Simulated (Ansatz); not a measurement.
The parent structure is ZrRuAs (space group P-62m, No. 189; a cell from a computed database, its experimental status unchecked).

```yaml
crystal:
  lattice:
    - [6.55064, 0.00000, 0.00000]
    - [-3.27532, 5.67302, 0.00000]
    - [0.00000, 0.00000, 3.89083]
  atoms:
    - { symbol: Zr, position: [0.41772, 0.41772, 0.50000] }
    - { symbol: Zr, position: [0.00000, 0.58228, 0.50000] }
    - { symbol: Zr, position: [0.58228, 0.00000, 0.50000] }
    - { symbol: As, position: [0.00000, 0.00000, 0.50000] }
    - { symbol: As, position: [0.66667, 0.33333, 0.00000] }
    - { symbol: As, position: [0.33333, 0.66667, 0.00000] }
    - { symbol: Ru, position: [0.00000, 0.24338, 0.00000] }
    - { symbol: Ru, position: [0.24338, 0.00000, 0.00000] }
    - { symbol: Ru, position: [0.75662, 0.75662, 0.00000] }
```

Cartesian axes are those of the cell as printed.

Computed with PBEsol (Ansatz, a program for electronic structure; PAW; 420 eV plane waves; spin-orbit coupling left out).

Before the change:

* **Pressure**: 0.0 GPa
* **Shortest interatomic distance**: 2.515 Å

It is then changed as follows: tensile biaxial strain of 0.67 % in the plane normal to [001], as in epitaxy on a mismatched substrate; the out-of-plane cell vector and the atoms relax.

Task: Predict the new pressure and shortest interatomic distance.

Result: The pressure (mean of the normal stresses, compression positive) goes from zero to -1.4 GPa; the shortest interatomic distance decreases by 0.004 Å, from 2.515 Å to 2.511 Å.

Without a gap, meshes like the base's 8×8×12 leave anisotropic stresses uncertain by several tenths of a GPa, and small strain energies with them. Whether these cells are dynamically stable was not tested. The final runs are not spin-polarised. An odd electron count without spin: ZrRuAs.
